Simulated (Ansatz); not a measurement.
Start from TiO$_{2}$ in the anatase structure (space group I4_1/amd, No. 141).

```yaml
crystal:
  lattice:
    - [-1.88485, 1.88485, 4.77607]
    - [1.88485, -1.88485, 4.77607]
    - [1.88485, 1.88485, -4.77607]
  atoms:
    - { symbol: Ti, position: [0.75000, 0.25000, 0.50000] }
    - { symbol: Ti, position: [0.00000, 0.00000, 0.00000] }
    - { symbol: O, position: [0.95752, 0.45752, 0.50000] }
    - { symbol: O, position: [0.79248, 0.79248, 0.00000] }
    - { symbol: O, position: [0.54248, 0.04248, 0.50000] }
    - { symbol: O, position: [0.20752, 0.20752, 0.00000] }
```

Level of theory: Kohn–Sham DFT with the PBEsol functional, run in Ansatz (a quantum-chemistry and plane-wave program) with PAW and 420 eV plane waves, scalar-relativistic without spin-orbit coupling.

Base values:

Gap between the host's bands: 2.11 eV
Gap character: indirect, Γ–X (87 % along) → Γ

Perturbation: electron doping at 1.0×10^22 cm⁻³ (0.679 per cell), with a uniform compensating background at fixed cell and a 300 K Fermi–Dirac width.

Question: Predict the new gap between the host's bands.

Answer: The gap between the host's bands rises by 0.456 eV to 2.56 eV.

Question: What does the calculation give for the Fermi level from band edge after the change?

Answer: The Fermi level relative to the doped band's edge (positive inside the band; to 0.05 eV) comes out as +0.85 eV.

Question: Estimate the effect on the largest internal atomic displacement.

Answer: The largest internal atomic displacement amounts to 0.012 Å.

Question: How does this affect the gap character?

Answer: The gap character stays indirect, Γ–X (87 % along) → Γ.

Charged cell with a jellium background: band edges are those of the host's band count, energies are not comparable with the neutral cell, and many-body gap narrowing is missing. Whether these cells are dynamically stable was not tested. The base started in C2/c and relaxed to I4_1/amd at this level. The final runs are not spin-polarised.
